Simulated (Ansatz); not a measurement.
Start from C in the diamond structure (space group Fd-3m, No. 227; a = 3.5603 Å). Axes: x, y, z lie along the cube axes.

Computed with r2SCAN (Ansatz, a quantum-chemistry and plane-wave program, PAW, without spin-orbit coupling).

Strains are applied to the cell and any free atomic positions relax.

One change was made to it. Results:

The hole mass amounts to 0.50 mₑ along z, 0.26 mₑ across (at Γ); the energy increases by 8.0 meV/atom; the valence-band top at Γ (three highest levels, from the VBM) becomes 0.00, -0.32, -0.32 eV (base: 0.00, 0.00, 0.00 eV); the band gap shrinks by 0.50 eV, from 4.36 eV to 3.86 eV.

Question: Which of these changes matches the shifts?
A) uniaxial strain ε_zz = −1.50 %
B) uniaxial strain ε_zz = −3.00 %
C) uniaxial strain ε_zz = −2.00 %
D) uniaxial strain ε_zz = −1.00 %

Answer: C, uniaxial strain ε_zz = −2.00 %. For comparison, the band gap in the other runs: uniaxial strain ε_zz = −3.00 % gives 3.60 eV; uniaxial strain ε_zz = −1.50 % gives 3.99 eV; uniaxial strain ε_zz = −1.00 % gives 4.11 eV.

Masses are band curvatures over ±0.01 Å⁻¹ around the edge. No phonon test of stability was made.
